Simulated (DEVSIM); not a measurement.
Structure: illuminated Si n-on-p cell, one wavelength, at 400 K.

```
layer (left to right)  material  thickness (μm)  Nd (cm⁻³)  Na (cm⁻³)  τn (s)  τp (s)  absorption coefficient (cm⁻¹)
---------------------  --------  --------------  ---------  ---------  ------  ------  -----------------------------
1                            Si           0.320       6e18          -    3e-7  9.7e-7                          46000
2                            Si            50.0          -     2.4e16  2.7e-5  2.7e-5                          46000
```

Left contact: ohmic, minority hole recombination velocity 6000 cm/s. Right contact: ohmic, minority electron recombination velocity 100 cm/s. Voltage is applied to the left contact. Recombination: SRH at mid-gap, radiative, Auger. Light enters at the left, 1.5e18 photons cm⁻² s⁻¹, one pass, no reflection. Mobility is constant in doping. Where it depends on doping, it is μmin + (μ − μmin)/(1 + (N/Nref)^α).

The device is made up for the run: typed textbook-type constants, with dimensions and the other settings drawn at random. Values at 300 K; Nc and Nv go as T^1.5, mobilities as T to minus their exponent, the gap by Varshni's rule with the affinity fixed. The table also holds parameters that only a changed run uses.

| parameter | Si |
|---|---|
| gap (eV) | 1.124 |
| affinity (eV) | 4.05 |
| permittivity | 11.7 |
| Nc (cm⁻³) | 2.86e19 |
| Nv (cm⁻³) | 3.1e19 |
| μn (cm²/Vs) | 1417 |
| μp (cm²/Vs) | 470 |
| μn,min | 52 |
| μp,min | 45 |
| Nref,n | 9.7e16 |
| Nref,p | 2.2e17 |
| αn | 0.68 |
| αp | 0.72 |
| T exponent of μn | 2.3 |
| T exponent of μp | 2.2 |
| B (cm³/s) | 4.7e-15 |
| Cn (cm⁶/s) | 2.8e-31 |
| Cp (cm⁶/s) | 9.9e-32 |
| Varshni α (eV/K) | 0.000473 |
| Varshni β (K) | 636 |

DEVSIM, 1D drift-diffusion, Boltzmann statistics, complete ionisation; no tunnelling, impact ionisation, image-force lowering or self-heating.

Base results: share of generated pairs collected at short circuit 0.987; largest field in the device at zero bias (V/cm) 160000; dark forward voltage at 1 A/cm² (V) 0.586; dark forward voltage at 100 A/cm² (V) 0.765.

Q: What follows from this one change: thickness of layer 1 0.32 → 1.6 μm?

A: share of generated pairs collected at short circuit 0.987 → 0.898; largest field in the device at zero bias little changed (160000 V/cm); dark forward voltage at 1 A/cm² little changed (0.585 V); dark forward voltage at 100 A/cm² little changed (0.764 V).

Q: What follows from this one change: thickness of layer 2 50 → 250 μm?

A: share of generated pairs collected at short circuit little changed (0.987); largest field in the device at zero bias little changed (160000 V/cm); dark forward voltage at 1 A/cm² 0.586 → 0.557 V; dark forward voltage at 100 A/cm² 0.765 → 0.814 V.

Q: What follows from this one change: recombination velocity at the left contact 6000 → 1000 cm/s?

A: share of generated pairs collected at short circuit 0.987 → 0.996; largest field in the device at zero bias little changed (160000 V/cm); dark forward voltage at 1 A/cm² 0.586 → 0.590 V; dark forward voltage at 100 A/cm² 0.765 → 0.769 V.

Q: What follows from this one change: minority lifetime in layer 2 2.7e-05 → 8.1e-06 s?

A: share of generated pairs collected at short circuit little changed (0.987); largest field in the device at zero bias little changed (160000 V/cm); dark forward voltage at 1 A/cm² 0.586 → 0.571 V; dark forward voltage at 100 A/cm² little changed (0.764 V).

Q: What follows from this one change: doping Nd of layer 1 6e+18 → 1.8e+17 cm^-3?

A: share of generated pairs collected at short circuit little changed (0.988); largest field in the device at zero bias 160000 → 62000 V/cm; dark forward voltage at 1 A/cm² 0.586 → 0.532 V; dark forward voltage at 100 A/cm² 0.765 → 0.734 V.

Q: What follows from this one change: doping-dependent mobility in place of the constant one?

A: share of generated pairs collected at short circuit 0.987 → 0.958; largest field in the device at zero bias little changed (160000 V/cm); dark forward voltage at 1 A/cm² little changed (0.587 V); dark forward voltage at 100 A/cm² little changed (0.768 V).
